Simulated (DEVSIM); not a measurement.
Device: abrupt Si n-p junction, at 400 K.

Layer 1 from the left is Si, thickness (μm) 26.0, Nd (cm⁻³) 5.4e16, τn (s) 9e-5, τp (s) 9e-5. Layer 2 from the left is Si, thickness (μm) 3.20, Na (cm⁻³) 6.9e17, τn (s) 9e-5, τp (s) 9e-5.

Left contact: ohmic. Right contact: ohmic. Voltage is applied to the left contact. Recombination: SRH at mid-gap, Auger. Gap narrowing is on: ΔEg = 6.92 meV × (l + √(l² + 0.5)), l = ln(N/1.3e17 cm⁻³), shared equally by both band edges. Mobility is constant in doping.

The device is made up for the run: typed textbook-type constants, with dimensions and the other settings drawn at random. Values at 300 K; Nc and Nv go as T^1.5, mobilities as T to minus their exponent, the gap by Varshni's rule with the affinity fixed.

Si: gap (eV) 1.124, affinity (eV) 4.05, permittivity 11.7, Nc (cm⁻³) 2.86e19, Nv (cm⁻³) 3.1e19, μn (cm²/Vs) 1417, μp (cm²/Vs) 470, T exponent of μn 2.3, T exponent of μp 2.2, Cn (cm⁶/s) 2.8e-31, Cp (cm⁶/s) 9.9e-32, Varshni α (eV/K) 0.000473, Varshni β (K) 636.

Simulated with DEVSIM: 1D drift-diffusion, Boltzmann statistics, complete ionisation; no tunnelling, impact ionisation, image-force lowering or self-heating.

Task: What does the simulation give for the dark forward voltage at 1 A/cm², the largest field in the device at zero bias, the dark forward voltage at 100 A/cm²?

Result: dark forward voltage at 1 A/cm² 0.462 V; largest field in the device at zero bias 100000 V/cm; dark forward voltage at 100 A/cm² 0.646 V.
